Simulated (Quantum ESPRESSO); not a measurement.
The steps of a band-structure calculation for MnO2 (P4_2/mnm, 6 atoms in the cell) with Quantum ESPRESSO.

Computed with PBEsol+U, GBRV 1.5 ultrasoft (PBESOL) pseudopotentials (plane waves; Quantum ESPRESSO).

Step 1 (scf):

```fortran
&control
    calculation = 'scf',
    prefix = 'scf',
    outdir = './tmp/',
    pseudo_dir = './',
    tprnfor = .true.,
    tstress = .true.,
/
&system
    ibrav = 6,
    celldm(1) = 8.4353330189,
    celldm(3) = 0.651546915556,
    nat = 6,
    ntyp = 2,
    ecutwfc = 50,
    ecutrho = 400,
    occupations = 'smearing',
    smearing = 'mp',
    degauss = 0.019992,
    nbnd = 33,
    nspin = 2,
    starting_magnetization(1) = 0.267,
/
&electrons
    conv_thr = 1.0e-11,
    mixing_beta = 0.3,
/
ATOMIC_SPECIES
Mn    54.9380  mn_pbesol_v1.5.uspp.F.UPF
O     15.9990  o_pbesol_v1.2.uspp.F.UPF
ATOMIC_POSITIONS crystal
Mn    0.0000000000    0.0000000000    0.0000000000
Mn    0.5000000000    0.5000000000    0.5000000000
O     0.3049200000    0.3049200000    0.0000000000
O     0.6950800000    0.6950800000    0.0000000000
O     0.1950800000    0.8049200000    0.5000000000
O     0.8049200000    0.1950800000    0.5000000000
K_POINTS automatic
4 4 6  1 1 1
HUBBARD {ortho-atomic}
U Mn-3d 3.9
```

Step 2 (bands):

```fortran
&control
    calculation = 'bands',
    prefix = 'scf',
    outdir = './tmp/',
    pseudo_dir = './',
    verbosity = 'high',
/
&system
    ibrav = 6,
    celldm(1) = 8.4353330189,
    celldm(3) = 0.651546915556,
    nat = 6,
    ntyp = 2,
    ecutwfc = 50,
    ecutrho = 400,
    occupations = 'smearing',
    smearing = 'mp',
    degauss = 0.019992,
    nbnd = 36,
    nspin = 2,
    starting_magnetization(1) = 0.267,
/
&electrons
    conv_thr = 1.0e-11,
    startingwfc = 'random',
    diago_thr_init = 1.0d-6,
    diagonalization = 'cg',
/
ATOMIC_SPECIES
Mn    54.9380  mn_pbesol_v1.5.uspp.F.UPF
O     15.9990  o_pbesol_v1.2.uspp.F.UPF
ATOMIC_POSITIONS crystal
Mn    0.0000000000    0.0000000000    0.0000000000
Mn    0.5000000000    0.5000000000    0.5000000000
O     0.3049200000    0.3049200000    0.0000000000
O     0.6950800000    0.6950800000    0.0000000000
O     0.1950800000    0.8049200000    0.5000000000
O     0.8049200000    0.1950800000    0.5000000000
K_POINTS crystal_b
12
  0.00000000   0.00000000   0.00000000   7  ! G
  0.00000000   0.50000000   0.00000000   7  ! X
  0.50000000   0.50000000   0.00000000  10  ! M
  0.00000000   0.00000000   0.00000000  11  ! G
  0.00000000   0.00000000   0.50000000   7  ! Z
  0.00000000   0.50000000   0.50000000   7  ! R
  0.50000000   0.50000000   0.50000000  10  ! A
  0.00000000   0.00000000   0.50000000   1  ! Z
  0.00000000   0.50000000   0.00000000  11  ! X
  0.00000000   0.50000000   0.50000000   1  ! R
  0.50000000   0.50000000   0.00000000  11  ! M
  0.50000000   0.50000000   0.50000000   1  ! A
HUBBARD {ortho-atomic}
U Mn-3d 3.9
```

Step 3 (bands.x):

```fortran
&bands
    prefix = 'scf',
    outdir = './tmp/',
    filband = 'bands.dat',
    lsym = .false.,
/
```

Output of bands (abridged):

```
     Atomic positions and unit cell read from directory:
     ./tmp/scf.save/
     G-vector sticks info
     --------------------
     sticks:   dense  smooth     PW     G-vecs:    dense   smooth      PW
     Sum        2249    1125    349                52795    18677    3233

     bravais-lattice index     =            6
     lattice parameter (alat)  =       8.4353  a.u.
     unit-cell volume          =     391.0681 (a.u.)^3
   [... lines left out ...]
     atomic species   magnetization
     Atomic magnetic moment for atom   1 =   3.23557
     Atomic magnetic moment for atom   2 =   3.23557
   [... lines left out ...]

          k = 0.0000 0.0714 0.0000 (  2345 PWs)   bands (ev):

   -72.2641 -72.2622 -41.0731 -41.0667 -41.0488 -41.0488 -41.0109 -41.0109
    -9.4392  -7.7108  -7.2625  -7.2545   1.5897   2.1821   2.5382   3.8039
     3.8077   5.0261   5.3238   5.3465   5.3741   5.9724   6.2706   6.3388
     6.8345   8.6024   8.6991   8.7749   9.0846   9.3824   9.7050  12.2346
    12.2383  12.8109  17.2684  20.5471

   [... 82 blocks of this kind left out ...]

 ------ SPIN DOWN ----------

          k = 0.0000 0.0000 0.0000 (  2361 PWs)   bands (ev):

   -68.4911 -68.4882 -37.4226 -37.4137 -37.3661 -37.3661 -37.3279 -37.3279
    -9.5186  -7.6538  -7.4101  -7.4100   2.8126   4.0340   4.7456   5.3954
     5.3956   6.2095   6.2096   6.5968   8.3026   9.0083   9.0089   9.6918
    11.6956  11.8046  12.0282  12.0283  12.1639  12.7239  13.7508  14.5700
    14.5700  15.5372  17.5791  21.0384

          k = 0.0000 0.0714 0.0000 (  2345 PWs)   bands (ev):

   -68.4910 -68.4883 -37.4225 -37.4138 -37.3658 -37.3658 -37.3282 -37.3281
    -9.4997  -7.6883  -7.4095  -7.4045   2.8502   4.0407   4.7726   5.3950
     5.3952   6.1877   6.2110   6.6120   8.2701   8.9162   8.9696   9.6687
    11.7182  11.8642  12.0457  12.0563  12.1938  12.7379  13.7339  14.5493
    14.5559  15.5096  17.6510  21.0411

   [... 82 blocks of this kind left out ...]
```

Output of bands.x (abridged):

```
     Reading xml data from directory:

     ./tmp/scf.save/

     G-vector sticks info
     --------------------
     sticks:   dense  smooth     PW     G-vecs:    dense   smooth      PW
     Sum        2249    1125    349                52795    18677    3233

     negative rho (up, down):  0.000E+00 2.489E-04
     Reading collected, re-writing distributed wavefunctions
     high-symmetry point:  0.0000 0.0000 0.0000   x coordinate   0.0000
     high-symmetry point:  0.0000 0.5000 0.0000   x coordinate   0.5000
     high-symmetry point:  0.5000 0.5000 0.0000   x coordinate   1.0000
     high-symmetry point:  0.0000 0.0000 0.0000   x coordinate   1.7071
     high-symmetry point:  0.0000 0.0000 0.7674   x coordinate   2.4745
     high-symmetry point:  0.0000 0.5000 0.7674   x coordinate   2.9745
     high-symmetry point:  0.5000 0.5000 0.7674   x coordinate   3.4745
     high-symmetry point:  0.0000 0.0000 0.7674   x coordinate   4.1816
     high-symmetry point:  0.0000 0.5000 0.0000   x coordinate   4.1816
     high-symmetry point:  0.0000 0.5000 0.7674   x coordinate   4.9490
     high-symmetry point:  0.5000 0.5000 0.0000   x coordinate   4.9490
     high-symmetry point:  0.5000 0.5000 0.7674   x coordinate   5.7164

     Plottable bands (eV) written to file bands.dat.gnu
     Bands written to file bands.dat

   JOB DONE.
```

The starting cell comes from a database of computed structures (which also holds hypothetical and non-ambient phases and stackings), without a prior relaxation at this level. Its lattice was rescaled by a random factor within 2.5 % of one. The magnetic order is the one reached from the typed start; others were not searched systematically. With U or open f shells several self-consistent states can exist.
